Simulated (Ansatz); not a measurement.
Take YAs in the rock salt structure (space group Fm-3m, No. 225; a model cell; relaxed with 0.1 eV smearing) as the base.

```
CELL_PARAMETERS angstrom
      0.00000     2.87404     2.87404
      2.87404     0.00000     2.87404
      2.87404     2.87404     0.00000
ATOMIC_POSITIONS crystal
  As 0.00000 0.00000 0.00000
  Y  0.50000 0.50000 0.50000
```

Cartesian axes are those of the cell as printed.

Level of theory: PBEsol/PAW in Ansatz (a quantum-chemistry and plane-wave program), scalar-relativistic without spin-orbit coupling.

Now apply this change: uniaxial strain ε_yy = −1.01 %, all other strain components held at zero, atoms relaxed at fixed cell.

### Question
Predict the stress tensor and what it implies for the stiffness.

### Answer
Stress of the strained cell less that of the base (GPa, compression positive):
```
    0.2     0.0     0.0
    0.0     2.1     0.0
    0.0     0.0     0.2
```

Then −Δσ_ii/ε with ε = -0.0101 gives relaxed-ion elastic constants: C22 ≈ 212 GPa.

Stability against distortions was not tested. All final runs are without spin polarisation.
